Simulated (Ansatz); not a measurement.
Functionals compared on F on the 1x1 (110) surface of bcc Mo, one in a 2x2 cell, started at the site 'hollow Mo-Mo-Mo', in Ansatz (plane waves, PAW). The structure was relaxed with PBE; the other rows are single points on it, each with its references at the same level. Cutoff 420 eV (500 eV for r2SCAN).

Model: 17-atom slab, 6.5 Å thick at the start under the adsorbate (thin: gaps and levels are the slab's own), 6x6x1 mesh, Fermi-Dirac 0.1 eV, dipole correction, 8 atoms held, the rest relaxed; held to the start's symmetry, so lower structures may exist; no spin, no spin-orbit, no U, no dispersion correction. At the end it is bonded to 3 Mo. In PBE it is, or lies within 0.03 eV of, the lowest of the starts that converged. These notes are the PBE run's. Adsorption energies are against ½ F2(g). A negative adsorption energy means that the adsorbate is more stable on the surface than in its reference.

```
functional  adsorption energy (eV)  work function of the top face (eV)  change of the work function (eV)   rough cost of the single point
----------  ----------------------  ----------------------------------  --------------------------------  -------------------------------
PBE                          -3.92                                4.65                              0.06                                –
RPBE                         -3.72                                4.49                              0.05  around 2.8 core-minutes (rough)
r2SCAN                       -4.28                                4.69                              0.05           roughly 7 core-minutes
```

Ansatz is an electronic-structure program.
